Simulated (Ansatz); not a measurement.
The parent structure is MgS in the rock salt structure (space group Fm-3m, No. 225).

```
MgS
1.0
    0.00000     2.59100     2.59100
    2.59100     0.00000     2.59100
    2.59100     2.59100     0.00000
Mg S
1 1
Cartesian
  0.00000   0.00000   0.00000
  2.59100   2.59100   2.59100
```

Cartesian axes are those of the cell as printed.

Level of theory: DFT with PBEsol, PAW potentials and a 420 eV plane-wave cutoff in Ansatz (a quantum-chemistry and plane-wave program), without spin-orbit coupling.

For the base:

```
Property                             Value
---------------------  -------------------
Valence-band top at Γ  0.00, 0.00, 0.00 eV
Band gap                           2.73 eV
```

It is then changed as follows: a pure shear with ε_xy = ε_yx = 0.0171; the atoms relax in the strained cell.

Task: How does this affect the valence-band top at Γ and band gap?

Result: The valence-band top at Γ (three highest levels, from the VBM) becomes 0.00, -0.17, -0.32 eV (base: 0.00, 0.00, 0.00 eV); the band gap drops by 0.21 eV, from 2.73 eV to 2.52 eV.

Whether these cells are dynamically stable was not tested.
